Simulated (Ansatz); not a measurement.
**What isotropic strain −1.00 % does to Pt**

The parent structure is Pt in the fcc (Cu type) structure (space group Fm-3m, No. 225; a = 3.8954 Å; relaxed with 0.1 eV smearing).

Now apply this change: the cell is scaled by 0.9900 in all directions, atoms relaxed at fixed cell.

All numbers come from LDA (Ansatz, a first-principles code), no spin-orbit coupling. k-mesh 29×29×29 (Γ-centred); smearing 0.1 eV (Fermi–Dirac).

The space group is still Fm-3m (No. 225) and the shortest interatomic distance shrinks by 0.0275 Å to 2.727 Å. The energy rises by 13 meV/atom and the pressure goes from zero to 10.0 GPa. The band gap stays zero.

Final structure:

```
CELL_PARAMETERS angstrom
      0.00000     1.92821     1.92821
      1.92821     0.00000     1.92821
      1.92821     1.92821     0.00000
ATOMIC_POSITIONS crystal
  Pt 0.00000 0.00000 0.00000
```

No phonon test of stability was made. All final runs are without spin polarisation.
